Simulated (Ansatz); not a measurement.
An Ansatz (a first-principles code) input (Ansatz PBEsol, without spin-orbit coupling, earlier PAW set):

Ansatz 0.2 input:
```yaml
crystal:
  lattice:
    - [3.166296609, 0, 0]
    - [-1.5831483045, 2.7420932993, 0]
    - [0, 0, 5.1881448654]
  atoms:
    - { symbol: Mg, position: [0.3333333333, 0.6666666667, 0.75] }
    - { symbol: Mg, position: [0.6666666667, 0.3333333333, 0.25] }
basis: { ecutwfc: 420, ecutrho_ratio: 4, xc_grid: 2, fft_grid_basis: typed }
kpoints: { mp_grid: { grid: [17, 17, 9] } }
hamiltonian:
  xc: pbesol
  dispersion: none
  pseudopotentials: { azcp: { folder: ./paw }, kind: paw }
scf: { occupations: { method: fermi_dirac, width: 0.05 }, convergence: { dr2_threshold: 0.0000000002 } }
output: { forces: true, stress: true }
checkpoint: { write: state.ck, write_every: 1000 }
```

**Question.** Which symmetry and how many k-points will the program report, and about how many plane waves at Γ?

**Answer.** Space group P63/mmc (ITA 194) with 24 operations, k-points 165 of 2601, and 881 plane waves at Γ.

No phonon test of stability was made. The cell was made from Lu by this change: Lu → Mg.
